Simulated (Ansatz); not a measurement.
A user runs Ansatz (a first-principles code) on NbFe6Ge6 (P6/mmm, 13 atoms in the cell) and asks whether the run is sound. The aim is a self-consistent single point with DFT, LDA (PW92), plane waves, default PAW files made with PBE.

Cell that was meant: a = 4.9943 Å, b = 4.9943 Å, c = 8.1121 Å, α = 90.00°, β = 90.00°, γ = 120.00°.

Part of the input:

```yaml
crystal:
  lattice:
    - [2.64289600, 0.00000000, 0.00000000]
    - [-1.32144800, 2.28881500, 0.00000000]
    - [0.00000000, 0.00000000, 4.29275600]
  atoms:
    - { symbol: Nb, position: [0.00000000, 0.00000000, 0.00000000], spin: 1.0 }
    - { symbol: Fe, position: [0.00000000, 0.50000000, 0.75088000], spin: 4.0 }
```

The program printed (abridged):

```
   [... lines left out ...]
PAW frozen core: Ge, regenerated for the run's functional, and the local potential with it
Initial density: superposition of atomic densities (chi_scale 0.1, normalization cell)
Starting moments: Σ|m| = 25 μB on 7 of 13 sites
Initial wavefunctions: pseudopotential atomic-orbital guess
Eigensolver: davidson
Functional: x = slater, c = lda
SCF iter   1: F=—  HF=-53702.255509 eV  |F-HF|=—  |Δ(HF+E_count)|=         —  Δρ=1.43e0 (↑5.74e-1 ↓1.43e0)  dr2=2.53e2  dr2_m=1.39e2  M=0.738 μB ∫|m|=0.816 μB  β_m=0.30  ethr=3.10e-3  ⟨swp⟩=2.9  Hψ=11918  notcnv=0  defer=13
Mixer restart at iter 1: flushing history
all-band conjugate gradients solve this SCF's bands
preconditioner: auto → Kerker (q_TF=auto, 3.811 Å⁻¹)
   [... lines left out ...]
SCF iter  12: F=—  HF=-54801.099048 eV  |F-HF|=—  |Δ(HF+E_count)|=   2.85e-7  Δρ=1.23e-5 (↑1.19e-5 ↓1.23e-5)  dr2=8.95e-8  dr2_m=1.29e-10  M=0.000 μB ∫|m|=0.000 μB  β_m=0.93  ethr=2.56e-10  ⟨swp⟩=7.5  Hψ=11021  notcnv=0  defer=384
SCF iter  13: F=-54801.099048 eV  HF=-54801.099048 eV  |F-HF|=2.29e-8  |Δ(HF+E_count)|=   1.61e-8  Δρ=3.14e-6 (↑3.14e-6 ↓3.14e-6)  dr2=5.25e-9  dr2_m=1.74e-11  M=0.000 μB ∫|m|=0.000 μB  ethr=4.64e-11  ⟨swp⟩=45.1  Hψ=44222  notcnv=0
SCF 1 converged in 13 iterations: F = -54801.099048 eV  dr2 = 5.25e-9
WARN: the starting moments were not kept: the SCF closed with an absolute magnetisation of 1.2e-6 μB, where they sum to 25 μB in size (7 sites) …
   [... lines left out ...]
Absolute magnetization: 0.0000 μB (∫|ρ↑−ρ↓|, with the PAW one-centre terms)
Free energy (F): -54801.099048 eV
Fermi energy:    119.434505 eV
   [... lines left out ...]
  atom  13  Ge     0.00000000     0.00000000    -0.00000000
--- Stress (GPa, compression-positive) ---
    15043.196557       0.000000       0.000000
        0.000000   15043.196557       0.000000
        0.000000       0.000000   16142.669731
  P = ⅓ Tr σ = 15409.6876 GPa (154096.876 kbar)
  The stress holds the Pulay correction. Without it, at fixed plane waves, as pw.x and ABINIT print it: P = 14911.6295 GPa
```

Task: Is this run sound? If not, what is wrong?

Result: The run is not sound. The fault is this: lattice multiplied by the bohr radius once too often. Bohr and ångström differ by a factor of 1.89; the cell that the program reads is then far too large or far too small. To fix it, give the lengths in the unit that the key or card expects. The run converged in 13 iterations without an error; against the sound input the free energy goes up by 112 eV/atom, the pressure goes from -14.16 to 15410 GPa, the largest force goes from 0.413 to 24.75 eV/Å and the size of the net moment goes from 0.63 to 0.00 μB/atom.

The sound input it was made from differs as follows (other fixes are possible):
```diff
-    - [2.64289600, 0.00000000, 0.00000000]
-    - [-1.32144800, 2.28881500, 0.00000000]
-    - [0.00000000, 0.00000000, 4.29275600]
+    - [4.99434900, 0.00000000, 0.00000000]
+    - [-2.49717400, 4.32523300, 0.00000000]
+    - [0.00000000, 0.00000000, 8.11213300]
```

With that input, the run converged in 16 iterations: free energy E − TS (on the zero of these files) -56259.6279 eV; Fermi level (on the code's own zero) 16.47 eV; pressure -14.16 GPa; largest force (vector length) 0.413 eV/Å; size of the cell's spin moment 8.20 μB (DFT, LDA (PW92), plane waves, default PAW files made with PBE).

On the sound input: the starting cell comes from a database of computed structures (which also holds hypothetical and non-ambient phases and stackings), without a prior relaxation at this level. Its lattice was rescaled by a random factor within 2.5 % of one. The magnetic order is the one reached from the typed start; others were not searched systematically. The program warned that, by what it read of turns of the moments, another magnetic order lies lower. With a pressure of about -14 GPa the cell is away from its equilibrium volume at this level. Ansatz's pressure includes its estimate of the finite-basis (Pulay) stress.
